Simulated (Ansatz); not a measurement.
Cells marked so need not be the phases stable at ambient conditions, and some may be hypothetical.

The gap is the functional's own, uncorrected, and κ follows it; spin-orbit coupling is left out. Mid-gap values are interpolated between the computed energies.

A. Sc4C3 (I-43d, not sure to be the ambient phase, 14 atoms a cell, 13.4 Å³ an atom), along the normal of (111)
B. KAl(MoO4)2 (P-3m1, not sure to be the ambient phase, 12 atoms a cell, 16.8 Å³ an atom, -7 GPa at this level), along the normal of (111)
C. YScO₃ (P6_3/mmc, not sure to be the ambient phase, 10 atoms a cell, 13.9 Å³ an atom, -4 GPa at this level), along the normal of (110)

Task: Put the candidates in order of mid-gap decay constant of the slowest evanescent state, highest first, for r2SCAN in Ansatz (an electronic-structure program).

Result: B (0.58 1/Å), C (0.39 1/Å), A (0.08 1/Å)
